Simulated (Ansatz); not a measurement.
The starting structures come from a database of crystals and need not be the phases stable at ambient conditions.

 Where the default PAW files enter, the runs use the earlier of Ansatz's two default sets.

Inside the gap of an insulator the Bloch states are evanescent, with a wavenumber k + iκ along the transport direction.

Here is the system:

```
MgV2O6
1.0
    4.96027     0.00000     0.00000
    2.41457     6.27193     0.00000
    1.21513    -0.46780     3.21860
Mg V O
1 2 6
Direct
  0.00000   0.50000   0.00000
  0.61876   0.15358   0.19062
  0.38124   0.84642   0.80938
  0.61688   0.06282   0.69156
  0.38312   0.93718   0.30844
  0.06770   0.78087   0.96615
  0.93230   0.21913   0.03385
  0.30644   0.38748   0.34678
  0.69356   0.61252   0.65322
```

Space group of this cell: C2/m. The cell is taken as given; by r2SCAN its mean pressure is -2.5 GPa.

Transport runs along the normal of the first two printed cell vectors.

The gap is the functional's own, uncorrected, and κ follows it; spin-orbit coupling is left out. Mid-gap values are interpolated between the computed energies.

Task: Compute, with r2SCAN (Ansatz, a quantum-chemistry and plane-wave program), the band gap and the smallest decay constant κ at mid-gap.

Result: Gap 2.87 eV on a 10×6×10 mesh; κ = 0.341 1/Å, at (-0.250, 0.333) of the in-plane reciprocal vectors. At the zone centre, at the nearest computed energy, the slowest state has κ = 0.41 1/Å.
